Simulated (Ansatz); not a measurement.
We consider WN2 (P-6m2, No. 187, 3 atoms in the cell; start mp-999549), described by LDA (Ansatz, a quantum-chemistry and plane-wave program, PAW).

The input as run:

Ansatz 0.2 input:
```yaml
crystal:
  lattice:
    - [2.8778511146, 0.0, 0.0]
    - [-1.4389255573, 2.4922921736, 0.0]
    - [0.0, 0.0, 3.8672556729]
  atoms:
    - { symbol: W, position: [0.6666666667, 0.3333333333, 0.5] }
    - { symbol: N, position: [0.0, 0.0, 0.8195202979] }
    - { symbol: N, position: [0.0, 0.0, 0.1804797021] }
basis:
  ecutwfc: 520
  ecutrho_ratio: 4
  xc_grid: 2
kpoints:
  mp_grid: { grid: [12, 12, 10] }
  band_path:
    path:
      - [0.0, 0.0, 0.0]
      - [0.038462, 0.0, 0.0]
      - [0.076923, 0.0, 0.0]
      - [0.115385, 0.0, 0.0]
      - [0.153846, 0.0, 0.0]
      - [0.192308, 0.0, 0.0]
      - [0.230769, 0.0, 0.0]
      - [0.269231, 0.0, 0.0]
      - [0.307692, 0.0, 0.0]
      - [0.346154, 0.0, 0.0]
      - [0.384615, 0.0, 0.0]
      - [0.423077, 0.0, 0.0]
      - [0.461538, 0.0, 0.0]
      - [0.5, 0.0, 0.0]
      - [0.47619, 0.047619, 0.0]
      - [0.452381, 0.095238, 0.0]
      - [0.428571, 0.142857, 0.0]
      - [0.404762, 0.190476, 0.0]
      - [0.380952, 0.238095, 0.0]
      - [0.357143, 0.285714, 0.0]
      - [0.333333, 0.333333, 0.0]
      - [0.311111, 0.311111, 0.0]
      - [0.288889, 0.288889, 0.0]
      - [0.266667, 0.266667, 0.0]
      - [0.244444, 0.244444, 0.0]
      - [0.222222, 0.222222, 0.0]
      - [0.2, 0.2, 0.0]
      - [0.177778, 0.177778, 0.0]
      - [0.155556, 0.155556, 0.0]
      - [0.133333, 0.133333, 0.0]
      - [0.111111, 0.111111, 0.0]
      - [0.088889, 0.088889, 0.0]
      - [0.066667, 0.066667, 0.0]
      - [0.044444, 0.044444, 0.0]
      - [0.022222, 0.022222, 0.0]
      - [0.0, 0.0, 0.0625]
      - [0.0, 0.0, 0.125]
      - [0.0, 0.0, 0.1875]
      - [0.0, 0.0, 0.25]
      - [0.0, 0.0, 0.3125]
      - [0.0, 0.0, 0.375]
      - [0.0, 0.0, 0.4375]
      - [0.0, 0.0, 0.5]
      - [0.038462, 0.0, 0.5]
      - [0.076923, 0.0, 0.5]
      - [0.115385, 0.0, 0.5]
      - [0.153846, 0.0, 0.5]
      - [0.192308, 0.0, 0.5]
      - [0.230769, 0.0, 0.5]
      - [0.269231, 0.0, 0.5]
      - [0.307692, 0.0, 0.5]
      - [0.346154, 0.0, 0.5]
      - [0.384615, 0.0, 0.5]
      - [0.423077, 0.0, 0.5]
      - [0.461538, 0.0, 0.5]
      - [0.5, 0.0, 0.5]
      - [0.47619, 0.047619, 0.5]
      - [0.452381, 0.095238, 0.5]
      - [0.428571, 0.142857, 0.5]
      - [0.404762, 0.190476, 0.5]
      - [0.380952, 0.238095, 0.5]
      - [0.357143, 0.285714, 0.5]
      - [0.333333, 0.333333, 0.5]
      - [0.311111, 0.311111, 0.5]
      - [0.288889, 0.288889, 0.5]
      - [0.266667, 0.266667, 0.5]
      - [0.244444, 0.244444, 0.5]
      - [0.222222, 0.222222, 0.5]
      - [0.2, 0.2, 0.5]
      - [0.177778, 0.177778, 0.5]
      - [0.155556, 0.155556, 0.5]
      - [0.133333, 0.133333, 0.5]
      - [0.111111, 0.111111, 0.5]
      - [0.088889, 0.088889, 0.5]
      - [0.066667, 0.066667, 0.5]
      - [0.044444, 0.044444, 0.5]
      - [0.022222, 0.022222, 0.5]
      - [0.5, 0.0, 0.4375]
      - [0.5, 0.0, 0.375]
      - [0.5, 0.0, 0.3125]
      - [0.5, 0.0, 0.25]
      - [0.5, 0.0, 0.1875]
      - [0.5, 0.0, 0.125]
      - [0.5, 0.0, 0.0625]
      - [0.333333, 0.333333, 0.4375]
      - [0.333333, 0.333333, 0.375]
      - [0.333333, 0.333333, 0.3125]
      - [0.333333, 0.333333, 0.25]
      - [0.333333, 0.333333, 0.1875]
      - [0.333333, 0.333333, 0.125]
      - [0.333333, 0.333333, 0.0625]
    npoints: 1
hamiltonian:
  xc: lda
  dispersion: none
  pseudopotentials: { kind: paw }
scf:
  occupations: { method: fermi_dirac, width: 0.01 }
  convergence: { dr2_threshold: 0.0000000003 }
output:
  forces: true
  stress: true
  eigenvalues: true
  write_bands: true
```

The run printed, among other lines:

```
Crystal: 3 atoms, lattice volume = 27.738 Å³
Basis set: ecut = 520 eV, 759 PW (Γ), exchange–correlation on 48×48×60 points (8 copies of the dense FFT grid, shifted against one another)
Bands: 16, of which v1, the nominal top of the filled ones, is band 12 counted from 1 (11 counted from 0)
Symmetry: 12 space group operations
Space group: P-6m2 (ITA 187), of the structure as read, at distance tolerance 3.0e-5 Å
k-points: 114 of 1440 (time reversal used)
Functional: x = slater, c = lda
SCF iter   1: F=—  HF=-10879.230731 eV  |F-HF|=—  |Δ(HF+E_count)|=         —  Δρ=1.99e-2  dr2=1.03e-1
SCF iter   2: F=—  HF=-10879.212971 eV  |F-HF|=—  |Δ(HF+E_count)|=   1.78e-2  Δρ=7.86e-3  dr2=1.54e-2
  ...
SCF iter   7: F=—  HF=-10879.209869 eV  |F-HF|=—  |Δ(HF+E_count)|=   2.18e-9  Δρ=1.44e-6  dr2=4.50e-10
SCF iter   8: F=-10879.209869 eV  HF=-10879.209869 eV  |F-HF|=1.09e-11  |Δ(HF+E_count)|=  9.64e-11  Δρ=2.24e-7  dr2=9.03e-12
SCF 1 converged in 8 iterations: F = -10879.209869 eV  dr2 = 9.03e-12
SCF converged after 8 iterations
Free energy (F): -10879.209869 eV
Internal energy: -10879.209869 eV  (E = F + TS)
E sigma→0 (E₀):  -10879.209869 eV
Fermi energy:    18.789733 eV
--- Stress (GPa, compression-positive) ---
        0.001133       0.000000       0.000000
       -0.000000       0.001133       0.000000
        0.000000       0.000000       0.014279
  P = ⅓ Tr σ = 0.0055 GPa (0.055 kbar)
```

The PAW data were made under PBE.

It cost very roughly 5 core-seconds of CPU time.

A start named mp-… is a Materials Project structure, which need not be a measured phase.
